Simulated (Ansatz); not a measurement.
# Ti3Al: element substitutions

Take Ti3Al (space group P6_3/mmc, No. 194; a = 5.687 Å, c = 4.608 Å) as the base.

Each row replaces one element on all its sites; cell and atoms are relaxed.

Levels (all Ansatz, a first-principles code, PAW, earlier PAW set): PBEsol (420 eV, spin-orbit coupling left out); r2SCAN (500 eV, no SOC).

Pressures by level, all at the geometries relaxed with PBEsol:

| case | PBEsol | r2SCAN |
|---|---|---|
| base | 0.0 GPa | 3.3 GPa |
| Al → Eu | 0.0 GPa | [?] |
| Al → Co | 0.0 GPa | [?] |

Task: Some entries are withheld; estimate them.

Result: 
- Al → Eu, r2SCAN: 4.3 GPa
- Al → Co, r2SCAN: 3.8 GPa

Other magnetic orders, which the real material may have, were not ruled out. The state of the 4f shell was not checked for lower solutions. Single points use the geometry relaxed with PBEsol. Their cutoffs differ, which shifts pressures a little. Stability against distortions was not tested. As relaxed here, EuTi3 and Ti3Co are hypothetical phases, not in the database extracts checked. Starting moments died away, wholly or in part, for Al → Co; another magnetic solution may exist. Spin-polarised in the final run: PBEsol EuTi3 and r2SCAN EuTi3; the other runs are not.
